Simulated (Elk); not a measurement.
## Refining one setting for Ho (P6_3/mmc, 2 atoms in the cell)

```
CELL_PARAMETERS angstrom
      3.53916     0.00000     0.00000
     -1.76958     3.06501     0.00000
      0.00000     0.00000     5.42609
ATOMIC_POSITIONS crystal
  Ho 0.33333 0.66667 0.25000
  Ho 0.66667 0.33333 0.75000
```
Moments meant for the start (each program seeds them in its own way; μB, in the order of the atoms Ho Ho): 4.0 4.0.

Computed with PBE, all-electron FP-LAPW, Elk's shipped species files, APW+lo basis with extra local orbitals run with Elk.

The starting cell comes from a database of computed structures (which also holds hypothetical and non-ambient phases and stackings), without a prior relaxation at this level. Its lattice was rescaled by a random factor within 2.5 % of one. The magnetic order is the one reached from the typed start; others were not searched systematically. With U or open f shells several self-consistent states can exist. The f electrons are in the valence without U or exact exchange, which can misplace them near the Fermi level. Spin-orbit terms, which matter for f shells, are left out. Values depend on the basis (sphere radii, cutoffs, local orbitals), which need not be converged. Without a gap this mesh is coarse (it stands for a supercell whose shortest vector is 16 Å).

Held fixed: xctype = 20; spinpol = true; stype = 3; swidth = 0.00367493 Ha; ngridk = 5 5 3; reducebf = 0.5; gmaxvr = 16 1/bohr; nxlo = 2; lorbcnd = true; lmaxi = 2; nempty = 8 per atom; bfcmt = [[0.0, 0.0, -2.0], [0.0, 0.0, -2.0]].

ΔF is the free energy per atom less that of the last row (11.31).

The series runs over rgkmax = 5.06; 5.66; 6.2; 6.69; 7.16; 7.59; 8; 8.58; 9.12; 9.8; 10.58; 11.31.

Task: From which setting on does the energy stay within 10 meV/atom of the last one?

Result: From rgkmax = 9.8 on; the one before it is off by 20 meV/atom.

```
rgkmax  ΔF (meV/atom)  size of the net moment (μB/atom)  basis size  iterations
------  -------------  --------------------------------  ----------  ----------
5.06           2590.0                              3.78         236          61
5.66           1513.5                              3.81         250          39
6.2             871.4                              3.77         271          33
6.69            474.9                              3.74         290          31
7.16            270.2                              3.71         308          34
7.59            156.4                              3.70         333          32
8                94.0                              3.69         354          31
8.58             44.9                              3.68         400          32
9.12             20.5                              3.68         431          33
9.8               7.6                              3.68         491          32
10.58            1.66                              3.67         559          35
11.31            0.00                              3.67         644          35
```
